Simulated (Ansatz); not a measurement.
We consider fluorite CoSi2, described by PBEsol in Ansatz (PAW).

Run with plane-wave cutoff 520 eV, 12×12×12 k mesh, Fermi–Dirac smearing 0.1 eV, perturbation theory, force constants from a 4×4×4 q mesh, no spin polarisation, scalar-relativistic PAW data made under PBE.

Computed at the level's own relaxed cell. Harmonic vibrational thermodynamics at fixed volume:

| T (K) | S_vib (J/K per mol of atoms) | C_V (J/K per mol of atoms) | F_vib (eV/atom) |
|---|---|---|---|
| 0 | 0.00 | 0.00 | 0.0538 |
| 200 | ___ | ___ | ___ |
| 500 | ___ | ___ | ___ |
| 600 | ___ | ___ | ___ |
| 700 | ___ | ___ | ___ |
| 800 | ___ | ___ | ___ |
| 900 | ___ | ___ | ___ |

Q: Complete the blanks.

A: 
- 200, S_vib (J/K per mol of atoms): 12.63
- 200, C_V (J/K per mol of atoms): 17.42
- 200, F_vib (eV/atom): 0.0442
- 500, S_vib (J/K per mol of atoms): 31.96
- 500, C_V (J/K per mol of atoms): 23.44
- 500, F_vib (eV/atom): -0.0283
- 600, S_vib (J/K per mol of atoms): 36.27
- 600, C_V (J/K per mol of atoms): 23.88
- 600, F_vib (eV/atom): -0.0637
- 700, S_vib (J/K per mol of atoms): 39.98
- 700, C_V (J/K per mol of atoms): 24.16
- 700, F_vib (eV/atom): -0.1033
- 800, S_vib (J/K per mol of atoms): 43.22
- 800, C_V (J/K per mol of atoms): 24.34
- 800, F_vib (eV/atom): -0.1464
- 900, S_vib (J/K per mol of atoms): 46.09
- 900, C_V (J/K per mol of atoms): 24.46
- 900, F_vib (eV/atom): -0.1928

The crystal is taken as a harmonic solid at every temperature: melting, phase changes and thermal expansion are not seen, nor the electrons' share in a metal.

Ansatz is a program for electronic structure.
